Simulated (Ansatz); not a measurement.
## MoS2: pressure series

Consider MoS$_{2}$ in the 3R-MoS2 type structure (space group R3m, No. 160; layered, stacked along the Cartesian z axis).

```cif
data_Mo3S6
_chemical_formula_sum 'Mo3 S6'
_space_group_name_H-M_alt 'R3m :H'
_space_group_IT_number 160
_space_group_name_Hall 'R 3 -2"'
_cell_length_a 3.17521
_cell_length_b 3.17521
_cell_length_c 18.58482
_cell_angle_alpha 90.000
_cell_angle_beta 90.000
_cell_angle_gamma 120.000
loop_
_atom_site_label
_atom_site_type_symbol
_atom_site_symmetry_multiplicity
_atom_site_Wyckoff_symbol
_atom_site_fract_x
_atom_site_fract_y
_atom_site_fract_z
_atom_site_occupancy
Mo1 Mo 3 a 0.00000 0.00000 0.00000 1
S1 S 3 a 0.00000 0.00000 0.24970 1
S2 S 3 a 0.00000 0.00000 0.41700 1
```
(The calculation used a cell of 3 atoms; values per cell refer to that cell.)

Cell and atoms are relaxed at each pressure.

Method: r2SCAN+rVV10, PAW, 500 eV (Ansatz, a program for electronic structure; without spin-orbit coupling).

Computed cases, in order: pressure −1 GPa; 0 GPa (base); pressure 3 GPa; pressure 7 GPa; pressure 15 GPa; pressure 30 GPa; pressure 50 GPa; pressure 75 GPa; pressure 100 GPa.

### Question
Between which two neighbouring cases does the band gap open or close?

### Answer
Between pressure 15 GPa (0.33 eV) and pressure 30 GPa (zero). The whole series: pressure −1 GPa: 1.10 eV; 0 GPa (base): 1.02 eV; pressure 3 GPa: 0.80 eV; pressure 7 GPa: 0.61 eV; pressure 15 GPa: 0.33 eV; pressure 30 GPa: zero; pressure 50 GPa: zero; pressure 75 GPa: zero; pressure 100 GPa: zero.

The mesh was chosen for an insulator and is coarse for the gapless case. Load acts through the strain it causes; cell and atoms are relaxed under it. Stability against distortions was not tested. No other phases were tried under pressure. The final runs are not spin-polarised. A zero or small gap of MoS2 under pressure 30 GPa and MoS2 under pressure 50 GPa can be the functional's error rather than a property of the material.
